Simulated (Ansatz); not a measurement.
The reference is MgTe in the zinc blende structure (space group F-43m, No. 216).

```xyz
2
Lattice="0.0000 3.1841 3.1841 3.1841 0.0000 3.1841 3.1841 3.1841 0.0000" Properties=species:S:1:pos:R:3 pbc="T T T"
Mg     0.0000     0.0000     0.0000
Te     1.5920     1.5920     1.5920
```

Cartesian axes are those of the cell as printed.

The values are results of Kohn–Sham DFT with the LDA functional, run in Ansatz (an electronic-structure program) with PAW and 420 eV plane waves, no spin-orbit coupling, not measurements.

Before the change:

The band gap is 2.38 eV and the volume per atom is 32.28 Å³.

Now apply this change: compressive biaxial strain of 0.42 % in the plane normal to [111], as in epitaxy on a mismatched substrate; the out-of-plane cell vector and the atoms relax.

Q: What happens to the band gap?

A: The band gap stays essentially unchanged (2.38 eV against 2.39 eV).

Q: What does the calculation give for the in-plane stress after the change?

A: The mean in-plane stress (compression positive) comes out as +0.3 GPa.

Q: What happens to the volume per atom?

A: The volume per atom falls by 0.15 Å³, from 32.28 Å³ to 32.13 Å³.

With Te present, leaving out spin-orbit coupling can change the band edges. No phonon test of stability was made.
